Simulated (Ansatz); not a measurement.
```xyz
3
Lattice="0.0000 2.4482 2.4482 2.4482 0.0000 2.4482 2.4482 2.4482 0.0000" Properties=species:S:1:pos:R:3 pbc="T T T"
Zr     0.0000     0.0000     0.0000
O      1.2241     1.2241     1.2241
O      3.6723     3.6723     3.6723
```

No spin polarisation.

Computed with PBE (Ansatz, an electronic-structure program, PAW, without spin-orbit coupling). Settings: 11×11×11 k-points, 0.05 eV Fermi–Dirac smearing.

**Question.** Estimate the smallest direct gap.

**Answer.** 4.23 eV.

**Question.** What gap character does the calculation give?

**Answer.** Indirect, X → Γ.

**Question.** What is the computed band gap?

**Answer.** 3.67 eV.

**Question.** Estimate the electron mass (degenerate bands, along [100]).

**Answer.** 0.41, 1.9 mₑ (at Γ).

The cells carry an imposed strain or load. Effective masses come from finite differences of ±0.01 Å⁻¹. Whether these cells are dynamically stable was not tested. The cell was made from ZrO₂ in the fluorite structure (space group Fm-3m, No. 225) by this change: isotropic strain −4.29 %. This is not the structure that ZrO2 has at room temperature and ambient pressure.
